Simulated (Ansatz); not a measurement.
The reference is a 16-atom supercell of TiAl (space group P4/mmm, No. 123; a = 2.813 Å, c = 4.059 Å) at its relaxed geometry.

Computed with Kohn–Sham DFT with the r2SCAN functional, run in Ansatz (a quantum-chemistry and plane-wave program) with PAW and 500 eV plane waves, no spin-orbit coupling, earlier PAW set.

For the base:

The pressure is 0.0 GPa. The mean distance from the defect site to its nearest host atoms is 2.81 Å.

Modification: a neutral Ti on a Al site (antisite), atoms relaxed at fixed cell, starting from a slightly rattled geometry.

Problem. How does this affect the largest displacement of a host atom from its site in the perfect cell, pressure and mean distance from the defect site to its nearest host atoms?

Solution. The largest displacement of a host atom from its site in the perfect cell is 0.07 Å; the pressure goes from zero to 1.3 GPa; the mean distance from the defect site to its nearest host atoms rises by 0.044 Å, from 2.81 Å to 2.86 Å.

In so small a cell the defect repeats every few ångströms: this is an ordered compound, not a dilute defect. The final runs are not spin-polarised. The defect cell is not spin-polarised.
